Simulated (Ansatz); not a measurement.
Method: PBE (plane waves to 420 eV, PAW; Ansatz, an electronic-structure program).

Electrostatic potential energy of an electron, averaged over planes parallel to the surface, in eV from the Fermi level, for a constructed model of the (000-1) surface of wurtzite CdS, S-terminated, 2x2 Al adatom at H3 (bottom of the slab: 2 H on 4 bottom sites):

| z (Å) | V (eV) |
|---|---|
| 3.33 | 5.12 |
| 3.61 | 5.12 |
| 3.89 | 5.12 |
| 4.17 | 5.12 |
| 4.44 | 5.12 |
| 4.72 | 5.12 |
| 5.00 | 5.12 |
| 5.28 | 5.12 |
| 5.56 | 5.12 |
| 5.83 | 5.11 |
| 6.11 | 5.11 |
| 6.39 | 5.09 |
| 6.67 | 5.06 |
| 6.94 | 4.98 |
| 7.22 | 4.82 |
| 7.50 | 4.40 |
| 7.78 | 3.83 |
| 8.06 | 3.90 |
| 8.33 | 3.71 |
| 8.61 | 2.72 |
| 8.89 | 1.31 |
| 9.17 | 0.07 |
| 9.44 | -1.02 |
| 9.72 | -2.27 |
| 10.00 | -4.02 |
| 10.28 | -6.28 |
| 10.56 | -7.04 |
| 10.83 | -6.43 |
| 11.11 | -4.60 |
| 11.39 | -1.12 |
| 11.67 | 1.69 |
| 11.94 | 2.41 |
| 12.22 | 1.90 |
| 12.50 | 0.13 |
| 12.78 | -2.08 |
| 13.06 | -3.92 |
| 13.33 | -5.51 |
| 13.61 | -7.24 |
| 13.89 | -7.64 |
| 14.17 | -6.06 |
| 14.44 | -3.90 |
| 14.72 | -1.21 |
| 15.00 | 1.57 |
| 15.28 | 2.53 |
| 15.56 | 2.22 |
| 15.83 | 0.73 |
| 16.11 | -1.53 |
| 16.39 | -3.49 |
| 16.67 | -5.08 |
| 16.94 | -6.73 |
| 17.22 | -7.72 |
| 17.50 | -6.66 |
| 17.78 | -4.58 |
| 18.06 | -2.22 |
| 18.33 | 0.75 |
| 18.61 | 2.31 |
| 18.89 | 2.34 |
| 19.17 | 1.23 |
| 19.44 | -0.82 |
| 19.72 | -2.78 |
| 20.00 | -4.17 |
| 20.28 | -4.95 |
| 20.56 | -5.95 |
| 20.83 | -6.91 |
| 21.11 | -6.29 |
| 21.39 | -5.07 |
| 21.67 | -3.12 |
| 21.94 | -0.10 |
| 22.22 | 1.98 |
| 22.50 | 3.10 |
| 22.78 | 3.76 |
| 23.06 | 4.06 |
| 23.33 | 4.21 |
| 23.61 | 4.27 |
| 23.89 | 4.30 |
| 24.17 | 4.32 |
| 24.44 | 4.33 |
| 24.72 | 4.33 |
| 25.00 | 4.33 |
| 25.28 | 4.33 |
| 25.56 | 4.33 |
| 25.83 | 4.33 |
| 26.11 | 4.33 |

Set-up: 35 atoms, 13.8 Å thick at the start with caps and adatoms (thin: gaps and levels are the slab's own); mesh 3x3x1; 0.025 eV smearing; dipole correction on; 8 atoms held, the rest relaxed; symmetry of the start imposed; spin-polarised, ending with about 0.6 μB a cell, a value that depends on the mesh; orders that need a larger cell were not tried, no spin-orbit, no U. The slab shows no gap over 0.04 eV on its mesh. It is one candidate, not shown to be the stable structure of the face.

### Question
The surface cell has an area of 61.00 Å². What dipole along the normal does the step between the two vacuum levels imply?

### Answer
the top vacuum level lies 0.79 eV below the bottom one; p = −ε₀ A ΔV (ε₀ = 0.005526 e/(V·Å)) gives 0.26 e·Å a cell.
